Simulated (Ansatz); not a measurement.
## Effect of isotropic strain +2.50 % on WC

The parent structure is WC (space group P-6m2, No. 187; a = 2.922 Å, c = 2.846 Å; relaxed with 0.1 eV smearing).

It is then changed as follows: the cell is scaled by 1.0250 in all directions, atoms relaxed at fixed cell.

All numbers come from PBE (Ansatz, a program for electronic structure, PAW, scalar-relativistic without spin-orbit coupling). Settings: 23×23×20 k-points, 0.1 eV Fermi–Dirac smearing.

Volume per atom: 11.34 Å³ (base 10.53 Å³)
Space group: P-6m2 (No. 187) (base P-6m2 (No. 187))
Shortest interatomic distance: 2.262 Å (base 2.207 Å)
Energy relative to the base (free energy F): +66 meV/atom
Pressure (mean of the normal stresses, compression positive): -24.4 GPa (base 0.0 GPa)
Band gap: zero (base zero)

Final structure:

```
CELL_PARAMETERS angstrom
      2.99552     0.00000     0.00000
     -1.49776     2.59420     0.00000
      0.00000     0.00000     2.91735
ATOMIC_POSITIONS crystal
  W  0.00000 0.00000 0.00000
  C  0.33333 0.66667 0.50000
```

Stability against distortions was not tested. All final runs are without spin polarisation.
